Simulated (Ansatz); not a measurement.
Consider MgTe in the wurtzite structure (space group P6_3mc, No. 186; a = 4.561 Å, c = 7.413 Å). Axes: x lies along a and z along c of the hexagonal cell.

Levels (all Ansatz, a quantum-chemistry and plane-wave program, PAW, earlier PAW set): PBEsol (420 eV, no SOC); PBEsol+SOC (420 eV, with spin-orbit coupling).

Its gap is 2.39 eV with PBEsol and 2.13 eV with PBEsol+SOC.

Now apply this change: uniaxial stress, 2 GPa compression along z, with the cell and atoms free to relax against it.

With PBEsol the gap becomes 2.07 eV.

### Question
If the PBEsol+SOC correction stayed the same, what would the PBEsol+SOC gap be, and what does the PBEsol+SOC run give?

### Answer
A rigid correction of -0.26 eV gives 1.81 eV. The PBEsol+SOC run gives 1.91 eV, so the correction itself changes by +0.10 eV.

Single points use the geometry relaxed with PBEsol. The spin-orbit shifts are approximate. Spin-orbit coupling, missing from the scalar runs, can matter with Te. Load acts through the strain it causes; cell and atoms are relaxed under it. Stability under load was not tested beyond the relaxation.
